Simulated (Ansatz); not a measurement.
What pressure 0.9 GPa does to MgTe

The parent structure is MgTe in the zinc blende structure (space group F-43m, No. 216; a = 6.509 Å).

Now apply this change: a hydrostatic pressure of 0.9 GPa.

The values are results of Kohn–Sham DFT with the PBE functional, run in Ansatz (a first-principles code) with PAW and 420 eV plane waves, no spin-orbit coupling, not measurements. Settings: 9×9×9 k-points, 0.05 eV Fermi–Dirac smearing.

```tsv
quantity	base	changed	shift
volume per atom	34.48 Å³	33.62 Å³	-0.854 Å³
density	3.66 g/cm³	3.75 g/cm³	+0.09 g/cm³
shortest interatomic distance	281.9 pm	279.5 pm	-2.35 pm
enthalpy H = E + PV relative to the base's energy	–	+0.19 eV/atom	–
band gap	2.33 eV	2.44 eV	+0.11 eV
gap character	direct at Γ	direct at Γ	–
mean gap deformation potential ΔEg/Δln V	–	-4.4 eV	–
electron mass	0.17 mₑ (at Γ)	0.17 mₑ (at Γ)	–
hole mass (degenerate bands, along [100])	0.20, 0.92, 0.92 mₑ (at Γ)	0.20, 0.90, 0.90 mₑ (at Γ)	–
valley order (the lowest conduction-band minima on the path, energy above the VBM, named in the base's zone)	Γ 2.33 eV; X along ⟨100⟩ 2.88 eV; L along ⟨111⟩ 3.17 eV	Γ 2.44 eV; X along ⟨100⟩ 2.85 eV; L along ⟨111⟩ 3.23 eV	–
```

Spin-orbit coupling, missing from the scalar runs, can matter with Te. Load acts through the strain it causes; cell and atoms are relaxed under it. Effective masses come from finite differences of ±0.01 Å⁻¹. Stability against distortions was not tested.
